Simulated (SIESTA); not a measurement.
**Worked example: self-consistent single point of Mg3Zn (Pm-3m, 4 atoms in the cell) in SIESTA**

Level of theory: LDA PW92, numerical atomic orbitals DZP, PseudoDojo LDA standard norm-conserving potentials (rewritten from UPF to PSML) in SIESTA.

Input as run:

```
# files in the folder: Mg.psml Zn.psml (PseudoDojo LDA standard)
SystemName  Mg3Zn
SystemLabel siesta

NumberOfAtoms                4
NumberOfSpecies              2
%block ChemicalSpeciesLabel
  1 12 Mg
  2 30 Zn
%endblock ChemicalSpeciesLabel
LatticeConstant              1.0 Ang
%block LatticeVectors
     4.275520000    0.000000000    0.000000000
     0.000000000    4.275520000    0.000000000
     0.000000000    0.000000000    4.275520000
%endblock LatticeVectors
AtomicCoordinatesFormat      Bohr
%block AtomicCoordinatesAndAtomicSpecies
     4.039780920    4.039780920    0.000000000  1
     0.000000000    4.039780920    4.039780920  1
     4.039780920    0.000000000    4.039780920  1
     0.000000000    0.000000000    0.000000000  2
%endblock AtomicCoordinatesAndAtomicSpecies

XC.functional                LDA
XC.authors                   PW92
PAO.BasisSize                DZP
PAO.EnergyShift              0.005 Ry
MeshCutoff                   400 Ry
%block kgrid.MonkhorstPack
    6   0   0  0.0
    0   6   0  0.0
    0   0   6  0.0
%endblock kgrid.MonkhorstPack
OccupationFunction           FD
ElectronicTemperature        50.0 meV

MaxSCFIterations             150
SCF.Mixer.Method             Pulay
SCF.Mixer.Weight             0.1
SCF.Mixer.History            6
SCF.DM.Tolerance             1.0E-05
Diag.ParallelOverK           true
WriteForces                  true
```

Output, abridged:

```
reinit: Reading from file input.fdf

reinit: System Name: Mg3Zn
reinit: System Label: siesta

coor:   Atomic-coordinates input format  =     Cartesian coordinates
coor:                                            (in Bohr units)

siesta: Atomic coordinates (Bohr) and species
siesta:      4.03978   4.03978   0.00000  1        1
siesta:      0.00000   4.03978   4.03978  1        2
siesta:      4.03978   0.00000   4.03978  1        3
siesta:      0.00000   0.00000   0.00000  2        4

siesta: System type = bulk

initatomlists: Number of atoms, orbitals, and projectors:      4    46    42

siesta: ******************** Simulation parameters ****************************
redata: Spin configuration                          = none
redata: Time-Reversal Symmetry                      = T
redata: Number of Atomic Species                    =        2
redata: Mesh Cutoff                                 =   400.0000 Ry
redata: Net charge of the system                    =     0.0000 |e|
redata: Min. number of SCF Iter                     =        0
redata: Max. number of SCF Iter                     =      150
redata: SCF convergence failure will abort job
redata: SCF mix quantity                            = Hamiltonian
redata: Mix DM or H after convergence               =   F
redata: Recompute H after scf cycle                 =   F
redata: Mix DM in first SCF step                    =   T
redata: No kicks to SCF
redata: DM Mixing Weight for Kicks                  =     0.5000
redata: Require Harris convergence for SCF          =   F
redata: Harris energy tolerance for SCF             =     0.000100 eV
redata: Require DM convergence for SCF              =   T
redata: DM tolerance for SCF                        =     0.000010
redata: Require EDM convergence for SCF             =   F
redata: EDM tolerance for SCF                       =     0.001000 eV
redata: Require H convergence for SCF               =   T
redata: Hamiltonian tolerance for SCF               =     0.001000 eV
redata: Require (free) Energy convergence for SCF   =   F
redata: (free) Energy tolerance for SCF             =     0.000100 eV
redata: Using DFT-D3 dispersion                     =   F
redata: Using Saved Data (generic)                  =   F
redata: Method of Calculation                       = Diagonalization
redata: Electronic Temperature                      =   580.2259 K
redata: Number of TDED substeps                     =        3
redata: Dynamics option                             = Single-point calculation
redata: Save all siesta data in one NC              =   F
redata: ***********************************************************************

%block SCF.Mixers
  Pulay
%endblock SCF.Mixers

%block SCF.Mixer.Pulay
  # Mixing method
  method pulay
  variant stable

  # Mixing options
  weight 0.1000
  weight.linear 0.1000
  history 6
%endblock SCF.Mixer.Pulay

DM_history_depth set to one: no extrapolation allowed by default for geometry relaxation
Size of DM history Fstack: 1
Total number of electrons:    50.000000
Total ionic charge:    50.000000

* ProcessorY, Blocksize:    1  47

* Orbital distribution balance (max,min):    46    46

k-point displ. along   1 input, could be:     0.00    0.50
k-point displ. along   2 input, could be:     0.00    0.50
k-point displ. along   3 input, could be:     0.00    0.50
 Kpoints in:          144 . Kpoints trimmed:          132

siesta: k-grid: Number of k-points = 132
siesta: k-points from Monkhorst-Pack grid
siesta: k-cutoff (effective) =    12.827 Ang
siesta: k-point supercell and displacements
siesta: k-grid:     6     0     0      0.000
siesta: k-grid:     0     6     0      0.000
siesta: k-grid:     0     0     6      0.000

diag: Algorithm                                     = D&C
diag: Parallel over k                               =   F
diag: Use parallel 2D distribution                  =   F
diag: Parallel block-size                           = 47
diag: Parallel distribution                         =     1 x     1
diag: Used triangular part                          = Lower
diag: Absolute tolerance                            =  0.100E-15
diag: Orthogonalization factor                      =  0.100E-05
diag: Memory factor                                 =  1.0000

superc: Internal auxiliary supercell:     5 x     5 x     5  =     125
superc: Number of atoms, orbitals, and projectors:    500   5750   5250

                        Single-point calculation

superc: Internal auxiliary supercell:     5 x     5 x     5  =     125
superc: Number of atoms, orbitals, and projectors:    500   5750   5250

outcell: Unit cell vectors (Ang):
        4.275520    0.000000    0.000000
        0.000000    4.275520    0.000000
        0.000000    0.000000    4.275520

outcell: Cell vector modules (Ang)   :    4.275520    4.275520    4.275520
outcell: Cell angles (23,13,12) (deg):     90.0000     90.0000     90.0000
outcell: Cell volume (Ang**3)        :     78.1568
new_DM -- step:     1
Initializing Density Matrix...

Attempting to read DM from file... Failed...
DM filled with atomic data:

InitMesh: MESH = 54 x 54 x 54 = 157464
InitMesh: Mesh cutoff (required, used) =   400.000   440.871 Ry

stepf: Fermi-Dirac step function

        iscf     Eharris(eV)        E_KS(eV)     FreeEng(eV)     dDmax    Ef(eV) dHmax(eV)
   scf:    1   -10411.764535   -10488.122719   -10488.136778  3.259574 -2.020304 44.639648
   scf:    2   -10534.567420   -10517.049297   -10517.069100  2.123124 -2.677075 16.482293
   scf:    3   -10521.684508   -10519.671226   -10519.693094  0.471577 -2.816063  8.339877
   scf:    4   -10517.176678   -10519.448988   -10519.462030  0.585110 -3.054601  9.879368
   scf:    5   -10520.672107   -10520.109085   -10520.125546  0.127178 -3.051777  5.941891
   scf:    6   -10520.654052   -10520.422991   -10520.442278  0.133940 -3.021659  2.232888
   [... 2 lines left out ...]
   scf:    9   -10520.477227   -10520.476325   -10520.496426  0.006423 -3.010590  0.216612
   scf:   10   -10520.476779   -10520.476710   -10520.496976  0.007241 -3.009365  0.002655
   scf:   11   -10520.476709   -10520.476710   -10520.496976  0.000031 -3.009364  0.002299
   scf:   12   -10520.476706   -10520.476708   -10520.496976  0.000175 -3.009356  0.000132
   scf:   13   -10520.476708   -10520.476708   -10520.496976  0.000005 -3.009358  0.000014

SCF Convergence by DM+H criterion
max |DM_out - DM_in|         :     0.0000048132
max |H_out - H_in|      (eV) :     0.0000137494
SCF cycle converged after 13 iterations

Using DM_out to compute the final energy and forces

siesta: E_KS(eV) =           -10520.4767

siesta: E_KS - E_eggbox =    -10520.4767

siesta: Atomic forces (eV/Ang):
     1   -0.000000   -0.000000    0.000000
     2    0.000000   -0.000000   -0.000000
     3   -0.000000    0.000000   -0.000000
     4    0.000000    0.000000    0.000000
   Tot   -0.000000   -0.000000   -0.000000
   Max    0.000000
   Res    0.000000    sqrt( Sum f_i^2 / 3N )
   Max    0.000000    constrained

Stress tensor Voigt[x,y,z,yz,xz,xy] (kbar):        2.38        2.38        2.38       -0.00       -0.00       -0.00
(Free)E + p*V (eV/cell)   -10520.6130
Target enthalpy (eV/cell)   -10520.4970

siesta: Program's energy decomposition (eV):
siesta: Ebs     =     -2224.568467
siesta: Eions   =     12402.407139
siesta: Ena     =       582.268732
siesta: Ekin    =      5247.022498
siesta: Enl     =     -2777.082968
siesta: Eso     =         0.000000
siesta: Edftu   =         0.000000
siesta: DEna    =        53.975136
siesta: DUscf   =         3.263971
siesta: DUext   =         0.000000
siesta: Ex      =     -1128.891780
siesta: Ec      =       -98.625156
siesta: Exc     =     -1227.516936
siesta: Eharris =    -10520.476708
siesta: Etot    =    -10520.476708
siesta: FreeEng =    -10520.496976

siesta: Stress tensor (static) (eV/Ang**3):
siesta:     0.001485   -0.000000   -0.000000
siesta:    -0.000000    0.001485   -0.000000
siesta:    -0.000000   -0.000000    0.001485

siesta: Cell volume =         78.156810 Ang**3

siesta: Pressure (static):
siesta:                Solid            Molecule  Units
siesta:          -0.00001617         -0.00001617  Ry/Bohr**3
siesta:          -0.00148452         -0.00148452  eV/Ang**3
siesta:          -2.37845931         -2.37845899  kBar
```

The run converged in 13 iterations.

The starting cell comes from a database of computed structures (which also holds hypothetical and non-ambient phases and stackings), without a prior relaxation at this level. Values carry the incompleteness of an atom-centred basis.
